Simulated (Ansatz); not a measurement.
Short convergence ladders for TiB₂Mo (Amm2, 4 atoms in the cell)

```xyz
4
Lattice="3.0671 0.0000 0.0000 0.0000 1.5808 4.2005 0.0000 -1.5808 4.2005" Properties=species:S:1:pos:R:3 pbc="T T T"
Ti     0.0000     0.0000     1.2875
B      1.5336     0.0000     4.6941
B      0.0000     0.0000     3.6960
Mo     1.5336     0.0000     7.1746
```

Base method: PBEsol, default PAW files made with PBE (plane waves; Ansatz, a first-principles code).

Base settings: basis.ecutwfc = 420 eV; kpoints.mp_grid.grid = 11 11 11; hamiltonian.xc = pbesol; hamiltonian.pseudopotentials = {kind: paw} (the program's default PAW files); scf.occupations.method = gaussian; scf.occupations.width = 0.1 eV.

The count of work is k-points × plane waves × bands × iterations; it is no time. Core times come from one kind of shared machine, to one figure; runs under 30 s give none.

**The width of Fermi-Dirac smearing**

In this ladder: kpoints.mp_grid.grid = 18 18 18; scf.occupations.method = fermi_dirac.

Narrow widths need finer meshes than wide ones, so the last steps can hold mesh noise.

Only quantities that move along the ladder and can be compared are tabulated; pressure and forces are left out, as mesh noise rules them at narrow widths.

```csv
scf.occupations.width,free energy less the last step's (meV/atom),energy extrapolated to zero width less the last step's (meV/atom),core time / last (rough)
1 eV,-692.69,111.01,0.9
0.5 eV,-129.47,29.40,0.8
0.3 eV,-37.08,7.08,0.8
0.2 eV,-13.95,2.11,0.8
0.1 eV,-2.41,0.23,0.7
0.05 eV,0.00,0.00,1
```

Widest scf.occupations.width that holds the energy extrapolated to zero width within 0.5 meV/atom of the last step, with all finer ones: 0.1 eV; the step before is off by 2.1 meV/atom.

Widest scf.occupations.width that holds the free energy within 5 meV/atom of the last step, with all finer ones: 0.1 eV; the step before is off by 14 meV/atom.

The extrapolation to zero width removes most of the smearing's effect on the energy.

**The width of Methfessel-Paxton smearing**

In this ladder: kpoints.mp_grid.grid = 18 18 18; scf.occupations.method = methfessel_paxton.

Narrow widths need finer meshes than wide ones, so the last steps can hold mesh noise.

Only quantities that move along the ladder and can be compared are tabulated; pressure and forces are left out, as mesh noise rules them at narrow widths.

```tsv
scf.occupations.width	free energy less the last step's (meV/atom)	core time / last (rough)
1 eV	14.02	0.8
0.5 eV	1.82	0.7
0.3 eV	0.40	0.7
0.2 eV	0.12	0.8
0.1 eV	0.01	0.7
0.05 eV	0.00	1
```

Widest scf.occupations.width that holds the free energy within 5 meV/atom of the last step, with all finer ones: 0.5 eV; the step before is off by 14 meV/atom.

**The mesh under tetrahedron occupations**

In this ladder: scf.occupations.method = tetrahedron; scf.occupations.width = default.

Only quantities that move along the ladder and can be compared are tabulated.

| kpoints.mp_grid.grid | largest difference of a force vector from the last step's (eV/Å) | count of work / last | core time / last (rough) |
|---|---|---|---|
| 5 5 5 | 0.073 | 0.012 | – |
| 6 6 6 | 0.085 | 0.022 | – |
| 7 7 7 | 0.038 | 0.027 | – |
| 9 9 9 | 0.026 | 0.053 | – |
| 11 11 11 | 0.024 | 0.091 | – |
| 13 13 13 | 0.008 | 0.14 | – |
| 16 17 17 | 0.002 | 0.31 | 0.3 |
| 20 21 21 | 0.004 | 0.56 | 0.6 |
| 25 26 26 | 0.000 | 1.0 | 1 |

Coarsest kpoints.mp_grid.grid that holds the forces within 0.02 eV/Å of the last step, with all finer ones: 13 13 13, at 0.14 of the last step's count of work; the step before is off by 0.024 eV/Å.

On the base run: the starting cell comes from a database of computed structures (which also holds hypothetical and non-ambient phases and stackings), without a prior relaxation at this level. Its lattice was rescaled by up to half a per cent. One atom was moved a little off its site on purpose. Spin polarisation is off. Ansatz's pressure includes its estimate of the finite-basis (Pulay) stress.

Left out of this page: 4 runs of the series outside the window shown, repeating another row's setting, or not comparable.

Keys are those of Ansatz 0.2.
